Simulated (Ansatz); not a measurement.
Predicting a run: diamond-structure Si (Fd-3m), uniaxial stress along [111] (tension)

Cell and atoms relaxed with PBEsol to each stress σ (compression positive); gaps by r2SCAN with spin-orbit coupling, rigid bands (plane waves, PAW; Ansatz, a first-principles code). Unloaded cell: a = b = c = 3.842 Å, α = β = γ = 60.00°.

| σ (GPa) | strain along [111] (%) | gap (eV) |
|---|---|---|
| 0 | 0 | 0.745 |
| -5.40 | 3.18 | 0.608 |
| -9.00 | 5.46 | 0.463 |
| -12.60 | 7.99 | 0.305 |

Problem. Fit E_g = 0.745 eV + aσ + bσ² and ε = cσ + dσ² to the loaded rows by least squares.

Solution. a = 0.0197 eV/GPa, b = -0.00122 eV/GPa²; c = -0.549 %/GPa, d = 0.00670 %/GPa².

Problem. One run was withheld, at σ = -1.80 GPa. Predict its gap and its strain along [111], then set them beside the run.

Solution. E_g = 0.745 + (0.0197)(-1.80) + (-0.00122)(-1.80)² = 0.706 eV and ε = (-0.549)(-1.80) + (0.00670)(-1.80)² = 1.01 %. The run gave 0.711 eV and 1.04 %, misses of 0.005 eV and 0.03 percentage points.

Gaps are resolved to about 0.01 eV; third decimals are kept for the arithmetic. Every relaxation keeps the diamond-structure phase (space group R-3m under this load), so a transition, a distortion that breaks the symmetry or fracture can't show.
